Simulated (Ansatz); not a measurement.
Functionals compared on H2O on the 1x1 (0001) surface of corundum (cut with top plane Al), one in a 1x1 cell, started at the site 'over Al at depth 1.2 Å', in Ansatz (plane waves, PAW). The structure was relaxed with PBE; the other rows are single points on it, each with its references at the same level. Cutoff 420 eV (500 eV for r2SCAN). HSE06 used the coarser mesh 4x4x1.

Host crystal: corundum, with a band gap (PBE, scalar-relativistic without spin-orbit coupling).

Model: 23-atom slab, 6.7 Å thick at the start under the adsorbate (thin: gaps and levels are the slab's own), 6x6x1 mesh, Fermi-Dirac 0.01 eV, dipole correction, 9 atoms held, the rest relaxed; no symmetry held; no spin, no spin-orbit, no U, no dispersion correction. At the end it is bonded to Al. In PBE it is, or lies within 0.03 eV of, the lowest of the starts that converged. These notes are the PBE run's. Adsorption energies are against H2O(g). A negative adsorption energy means that the adsorbate is more stable on the surface than in its reference.

A dash marks a value that is undefined for that row or was read on another mesh.

```tsv
functional	adsorption energy (eV)	gap of the slab on its k-mesh (eV)	highest filled level below the top vacuum level (eV)	rough cost of the single point
PBE	-0.93	3.50	4.96	–
RPBE	[?]	[?]	[?]	about 60 core-seconds (a rough figure)
r2SCAN	-1.09	4.26	5.25	around 2.1 core-minutes (rough)
HSE06	-0.93	–	–	about 19 core-minutes (a rough figure)
```

Q: Complete the blanks.

A: 
- RPBE, adsorption energy (eV): -0.69
- RPBE, gap of the slab on its k-mesh (eV): 3.34
- RPBE, highest filled level below the top vacuum level (eV): 4.82

Ansatz is a first-principles code.
